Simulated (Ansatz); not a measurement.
Consider GaN in the wurtzite structure (space group P6_3mc, No. 186).

```
CELL_PARAMETERS angstrom
      3.18258     0.00000     0.00000
     -1.59129     2.75619     0.00000
      0.00000     0.00000     5.18543
ATOMIC_POSITIONS crystal
  Ga 0.33333 0.66667 0.00019
  Ga 0.66667 0.33333 0.50019
  N  0.33333 0.66667 0.37681
  N  0.66667 0.33333 0.87681
```

Cartesian axes are those of the cell as printed.

Level of theory: PBEsol/PAW in Ansatz (a quantum-chemistry and plane-wave program), scalar-relativistic without spin-orbit coupling.

Now apply this change: uniaxial strain ε_zz = +2.40 %, all other strain components held at zero; the atoms relax in the strained cell.

Problem. Predict the stress tensor and what it implies for the stiffness.

Solution. Stress of the strained cell less that of the base (GPa, compression positive):
```
  -1.95    0.00    0.00
   0.00   -1.95    0.00
   0.00    0.00   -8.80
```

Then −Δσ_ii/ε with ε = 0.0240 gives secant stiffness values (nonlinear terms included at this strain): C33 ≈ 367 GPa, C13 ≈ 81 GPa and C23 ≈ 81 GPa.

As a check, the harmonic strain energy −½ V₀ Δσ:ε is 7.5 meV/atom; the computed energy rise is 7.6 meV/atom.

Stability against distortions was not tested.
